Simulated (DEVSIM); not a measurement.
abrupt Si p-n junction

System: abrupt Si p-n junction, at 300 K.

```csv
layer (left to right),material,thickness (μm),Nd (cm⁻³),Na (cm⁻³),τn (s),τp (s)
1,Si,51.0,-,3.6e14,2.8e-5,2.8e-5
2,Si,1.40,5.4e16,-,2.8e-5,2.8e-5
```

Left contact: ohmic. Right contact: ohmic. Voltage is applied to the left contact. Recombination: SRH at mid-gap, radiative, Auger. Gap narrowing is on: ΔEg = 6.92 meV × (l + √(l² + 0.5)), l = ln(N/1.3e17 cm⁻³), shared equally by both band edges. Mobility is μmin + (μ − μmin)/(1 + (N/Nref)^α).

Constants are typed, rounded textbook-type inputs, not results; the design itself was drawn at random and stands for no fabricated device. Values at 300 K.

```
parameter           Si
-------------  -------
gap (eV)         1.124
affinity (eV)     4.05
permittivity      11.7
Nc (cm⁻³)      2.86e19
Nv (cm⁻³)       3.1e19
μn (cm²/Vs)       1417
μp (cm²/Vs)        470
μn,min              52
μp,min              45
Nref,n          9.7e16
Nref,p          2.2e17
αn                0.68
αp                0.72
B (cm³/s)      4.7e-15
Cn (cm⁶/s)     2.8e-31
Cp (cm⁶/s)     9.9e-32
```

Model (solved in DEVSIM): 1D drift-diffusion, Boltzmann statistics, complete ionisation; no tunnelling, impact ionisation, image-force lowering or self-heating.

```json
{
 "potential_step_across_the_device_at_zero_bias": "0.667 V",
 "largest_field_in_the_device_at_zero_bias": "14000 V/cm",
 "Dark forward voltage at 1 A/cm²": "0.582 V",
 "Dark forward voltage at 100 A/cm²": "1.077 V"
}
```

Small-signal capacitance in reverse bias (quasi-static):

| V (V) | C (nF/cm²) |
|---|---|
| -0.1 | 6.63 |
| -0.25 | 5.98 |
| -0.5 | 5.23 |
| -0.75 | 4.70 |
| -1 | 4.31 |
| -1.5 | 3.76 |
| -2 | 3.38 |
| -2.5 | 3.09 |
| -3.25 | 2.77 |
| -4 | 2.54 |
| -5 | 2.30 |

Dark forward current:

```tsv
V (V)	J (A/cm²)
0.05	3.4e-9
0.15	1.4e-7
0.20	9.6e-7
0.30	4.4e-5
0.40	0.0021
0.45	0.014
0.55	0.44
0.60	1.6
0.70	8.1
0.80	22
0.85	32
0.95	57
1.05	90
1.10	110
1.20	150
1.25	180
1.35	230
1.45	280
1.50	310
1.60	370
```
